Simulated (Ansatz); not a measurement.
The starting structures come from a database of crystals and need not be the phases stable at ambient conditions.

By PBEsol, the system below comes out a metal.

The ballistic (Sharvin) conductance counts the channels at the Fermi level: G/A = (e²/h) × channels of both spins per area.

Data:

```yaml
crystal:
  lattice:
    - [3.11094, 0.00000, 0.00000]
    - [-1.55547, 2.69415, 0.00000]
    - [0.00000, 0.00000, 9.67859]
  atoms:
    - { symbol: Ag, position: [0.00000, 0.00000, 0.50000] }
    - { symbol: Ag, position: [0.66667, 0.33333, 0.26122] }
    - { symbol: Ag, position: [0.66667, 0.33333, 0.73878] }
    - { symbol: Sn, position: [0.00000, 0.00000, 0.00000] }
```

Space group of this cell: P-6m2. The cell is taken as given; by PBEsol its mean pressure is -5.7 GPa.

The current flows along the normal of the first two printed cell vectors, the (001) plane of the conventional cell. No spin-orbit coupling; the value is a mean over 0.1 eV about the Fermi level.

Question: Estimate the ballistic conductance per area that PBEsol in Ansatz (a quantum-chemistry and plane-wave program) returns for this system.

Answer: 0.64 × 10¹⁵ S/m² for both spins.
